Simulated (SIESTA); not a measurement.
SIESTA run on K₂CrAgF₆ (Fm-3m, 10 atoms in the cell): self-consistent single point

Level of theory: SIESTA with GGA PBEsol, numerical atomic orbitals DZP, PseudoDojo PBEsol standard norm-conserving potentials (rewritten from UPF to PSML).

The input file:

```
# files in the folder: K.psml Cr.psml Ag.psml F.psml (PseudoDojo PBEsol standard)
SystemName  K2CrAgF6
SystemLabel k2cragf6

NumberOfAtoms                10
NumberOfSpecies              4
%block ChemicalSpeciesLabel
  1 19 K
  2 24 Cr
  3 47 Ag
  4 9 F
%endblock ChemicalSpeciesLabel
LatticeConstant              1.0 Ang
%block LatticeVectors
     0.000000000    4.338325000    4.338325000
     4.338325000    0.000000000    4.338325000
     4.338325000    4.338325000    0.000000000
%endblock LatticeVectors
AtomicCoordinatesFormat      ScaledCartesian
%block AtomicCoordinatesAndAtomicSpecies
     2.169162500    2.169162500    2.169162500  1
     6.507487500    6.507487500    6.507487500  1
     0.000000000    0.000000000    0.000000000  2
     4.338325000    4.338325000    4.338325000  3
     4.338325000    4.338325000    1.937148879  4
     4.338325000    4.338325000    6.739501121  4
     1.937148879    4.338325000    4.338325000  4
     6.739501121    4.338325000    4.338325000  4
     4.338325000    1.937148879    4.338325000  4
     4.338325000    6.739501121    4.338325000  4
%endblock AtomicCoordinatesAndAtomicSpecies

XC.functional                GGA
XC.authors                   PBEsol
PAO.BasisSize                DZP
PAO.EnergyShift              0.005 Ry
MeshCutoff                   300 Ry
%block kgrid.MonkhorstPack
    5   0   0  0.0
    0   5   0  0.0
    0   0   5  0.0
%endblock kgrid.MonkhorstPack
OccupationFunction           MP
OccupationMPOrder            0
ElectronicTemperature        0.05 eV
Spin                         polarized
%block DM.InitSpin
  1 +0.00
  2 +0.00
  3 +3.00
  4 +0.00
  5 +0.00
  6 +0.00
  7 +0.00
  8 +0.00
  9 +0.00
  10 +0.00
%endblock DM.InitSpin

MaxSCFIterations             150
SCF.Mixer.Method             Pulay
SCF.Mixer.Weight             0.1
SCF.Mixer.History            8
SCF.DM.Tolerance             1.0E-05
Diag.ParallelOverK           true
WriteForces                  true
Charge.Mulliken              end
```

The program printed (abridged):

```
reinit: Reading from file input.fdf

reinit: System Name: K2CrAgF6
reinit: System Label: k2cragf6

NOTE on units for spin output:
{S} is the spin magnetic moment, in units of the Bohr magneton,
assuming a g-factor for the electron spin of exactly 2.
The spin magnetic moment is then numerically equal to the charge inbalance,
in units of electrons, between the spin-up and -down channels.

coor:   Atomic-coordinates input format  =     Cartesian coordinates
coor:                                          (in units of alat)

siesta: Atomic coordinates (Bohr) and species
siesta:      4.09912   4.09912   4.09912  1        1
siesta:     12.29737  12.29737  12.29737  1        2
siesta:      0.00000   0.00000   0.00000  2        3
siesta:      8.19825   8.19825   8.19825  3        4
siesta:      8.19825   8.19825   3.66068  4        5
siesta:      8.19825   8.19825  12.73581  4        6
siesta:      3.66068   8.19825   8.19825  4        7
siesta:     12.73581   8.19825   8.19825  4        8
siesta:      8.19825   3.66068   8.19825  4        9
siesta:      8.19825  12.73581   8.19825  4       10

siesta: System type = bulk

initatomlists: Number of atoms, orbitals, and projectors:     10   134   150

siesta: ******************** Simulation parameters ****************************
redata: Spin configuration                          = collinear
redata: Time-Reversal Symmetry                      = T
redata: Number of Atomic Species                    =        4
redata: Mesh Cutoff                                 =   300.0000 Ry
redata: Net charge of the system                    =     0.0000 |e|
redata: Min. number of SCF Iter                     =        0
redata: Max. number of SCF Iter                     =      150
redata: SCF convergence failure will abort job
redata: SCF mix quantity                            = Hamiltonian
redata: Mix DM or H after convergence               =   F
   [... lines left out ...]
diag: Used triangular part                          = Lower
diag: Absolute tolerance                            =  0.100E-15
diag: Orthogonalization factor                      =  0.100E-05
diag: Memory factor                                 =  1.0000

superc: Internal auxiliary supercell:     5 x     5 x     5  =     125
superc: Number of atoms, orbitals, and projectors:   1250  16750  18750

                        Single-point calculation

superc: Internal auxiliary supercell:     5 x     5 x     5  =     125
superc: Number of atoms, orbitals, and projectors:   1250  16750  18750

outcell: Unit cell vectors (Ang):
        0.000000    4.338325    4.338325
        4.338325    0.000000    4.338325
        4.338325    4.338325    0.000000

outcell: Cell vector modules (Ang)   :    6.135318    6.135318    6.135318
outcell: Cell angles (23,13,12) (deg):     60.0000     60.0000     60.0000
outcell: Cell volume (Ang**3)        :    163.3038
new_DM -- step:     1
Initializing Density Matrix...

Attempting to read DM from file... Failed...
DM filled with atomic data (user-defined):

InitMesh: MESH = 54 x 54 x 54 = 157464
InitMesh: Mesh cutoff (required, used) =   300.000   321.149 Ry

stepf: Methfessel-Paxton step function
       Using Hermite-Gauss polynomials of order  0
        iscf     Eharris(eV)        E_KS(eV)     FreeEng(eV)     dDmax    Ef(eV) dHmax(eV)
   scf:    1   -12095.307312   -12219.465518   -12219.498173  0.711654 -1.151908 49.459762
     spin moment: {S} , |S| = {        0.0        0.0    1.00000 }     1.00000
   scf:    2   -12296.768630   -12276.832377   -12276.832377  0.537204 -4.003488 10.532984
     spin moment: {S} , |S| = {        0.0        0.0    3.00000 }     3.00000
   scf:    3   -12282.307394   -12279.753123   -12279.753123  0.114743 -4.317602  7.264414
     spin moment: {S} , |S| = {        0.0        0.0    3.00000 }     3.00000
   scf:    4   -12282.605762   -12282.194525   -12282.194525  0.210058 -5.159911  1.857299
     spin moment: {S} , |S| = {        0.0        0.0    3.00000 }     3.00000
   scf:    5   -12282.291321   -12282.245096   -12282.245096  0.002726 -5.211888  1.485119
     spin moment: {S} , |S| = {        0.0        0.0    3.00000 }     3.00000
   scf:    6   -12282.040774   -12282.265972   -12282.265972  0.031013 -4.679325  1.863211
   [... lines left out ...]
   scf:   11   -12282.363200   -12282.362119   -12282.362119  0.001742 -5.501566  0.177964
     spin moment: {S} , |S| = {        0.0        0.0    3.00000 }     3.00000
   scf:   12   -12282.363072   -12282.362959   -12282.362959  0.002790 -5.483131  0.012804
     spin moment: {S} , |S| = {        0.0        0.0    3.00000 }     3.00000
   scf:   13   -12282.362961   -12282.362963   -12282.362963  0.000294 -5.482541  0.004606
     spin moment: {S} , |S| = {        0.0        0.0    3.00000 }     3.00000
   scf:   14   -12282.362932   -12282.362953   -12282.362953  0.000321 -5.479026  0.018728
     spin moment: {S} , |S| = {        0.0        0.0    3.00000 }     3.00000
   scf:   15   -12282.362966   -12282.362964   -12282.362964  0.000250 -5.482117  0.000075
     spin moment: {S} , |S| = {        0.0        0.0    3.00000 }     3.00000
   scf:   16   -12282.362964   -12282.362964   -12282.362964  0.000001 -5.482099  0.000094
     spin moment: {S} , |S| = {        0.0        0.0    3.00000 }     3.00000
SCF Convergence by DM+H criterion
max |DM_out - DM_in|         :     0.0000014310
max |H_out - H_in|      (eV) :     0.0000938996
SCF cycle converged after 16 iterations

Using DM_out to compute the final energy and forces

siesta: E_KS(eV) =           -12282.3630

siesta: E_KS - E_eggbox =    -12282.3630

siesta: Atomic forces (eV/Ang):
     1    0.000022    0.000022    0.000022
     2   -0.000022   -0.000022   -0.000022
     3   -0.000000   -0.000000   -0.000000
     4   -0.000000    0.000000    0.000000
     5    0.000385    0.000385   -0.215912
     6   -0.000385   -0.000385    0.215912
     7   -0.215912    0.000385    0.000385
     8    0.215912   -0.000385   -0.000385
     9    0.000385   -0.215912    0.000385
    10   -0.000385    0.215912   -0.000385
   Tot   -0.000000   -0.000000    0.000000
   Max    0.215912
   Res    0.096559    sqrt( Sum f_i^2 / 3N )
   Max    0.215912    constrained

Stress tensor Voigt[x,y,z,yz,xz,xy] (kbar):       41.83       41.83       41.83       -0.18       -0.18       -0.18
(Free)E + p*V (eV/cell)   -12286.6266
Target enthalpy (eV/cell)   -12282.3630

siesta: Program's energy decomposition (eV):
siesta: Ebs     =     -2164.625526
siesta: Eions   =     18459.974075
siesta: Ena     =      3072.828440
siesta: Ekin    =      5696.495679
siesta: Enl     =      -441.323217
siesta: Eso     =         0.000000
siesta: Edftu   =         0.000000
siesta: DEna    =        57.563048
siesta: DUscf   =         4.451984
siesta: DUext   =         0.000000
siesta: Ex      =     -2069.818920
siesta: Ec      =      -142.585903
siesta: Exc     =     -2212.404823
siesta: Eharris =    -12282.362964
siesta: Etot    =    -12282.362964
siesta: FreeEng =    -12282.362964

siesta: Atomic forces (eV/Ang):
siesta:      1    0.000022    0.000022    0.000022
siesta:      2   -0.000022   -0.000022   -0.000022
siesta:      3   -0.000000   -0.000000   -0.000000
siesta:      4   -0.000000    0.000000    0.000000
siesta:      5    0.000385    0.000385   -0.215912
siesta:      6   -0.000385   -0.000385    0.215912
siesta:      7   -0.215912    0.000385    0.000385
siesta:      8    0.215912   -0.000385   -0.000385
   [... lines left out ...]
siesta: Cell volume =        163.303783 Ang**3
siesta:         -41.83084169        -52.00278456  kBar
   [... lines left out ...]

Species: Ag
Atom  Qatom  Qorb
               4s      5s      5s      4py     4pz     4px     5py     5pz
               5px     4dxy    4dyz    4dz2    4dxz    4dx2-y2 4dxy    4dyz
               4dz2    4dxz    4dx2-y2
   4  9.304   0.993   0.155  -0.021   1.002   1.002   1.002   0.072   0.072
              0.072   0.984   0.984   0.958   0.984   0.958   0.007   0.007

              0.036   0.007   0.036

Species: F
Atom  Qatom  Qorb
               2s      2s      2py     2pz     2px     2py     2pz     2px
               3Pdxy   3Pdyz   3Pdz2   3Pdxz   3Pdx2-y2
   5  3.705   0.938   0.007   1.019   0.953   1.019  -0.083  -0.070  -0.083
              0.000   0.001   0.002   0.001   0.000
   6  3.705   0.938   0.007   1.019   0.953   1.019  -0.083  -0.070  -0.083
   [... 9 lines left out ...]

mulliken: Qtot =       45.000

Mulliken Atomic Populations:
Atom #   charge [q] valence [e]      Sz [e]  Species
     1     0.667593    8.332407   -0.001043  K
     2     0.667593    8.332407   -0.001043  K
     3     0.725092   13.274908    3.009135  Cr
     4     0.419174   18.580826   -0.027756  Ag
     5    -0.413242    7.413242    0.003451  F
     6    -0.413242    7.413242    0.003451  F
     7    -0.413242    7.413242    0.003451  F
     8    -0.413242    7.413242    0.003451  F
     9    -0.413242    7.413242    0.003451  F
    10    -0.413242    7.413242    0.003451  F
 Total    -0.000000                3.000000
```

The run converged in 16 iterations.

The starting cell comes from a database of computed structures (which also holds hypothetical and non-ambient phases and stackings), without a prior relaxation at this level. Its lattice was rescaled by a random factor within 2.5 % of one. With one magnetic atom in the cell only a parallel order is possible. Values carry the incompleteness of an atom-centred basis. With a pressure of about -4 GPa the cell is away from its equilibrium volume at this level.

Cost on one core of a shared machine: roughly 3 min.
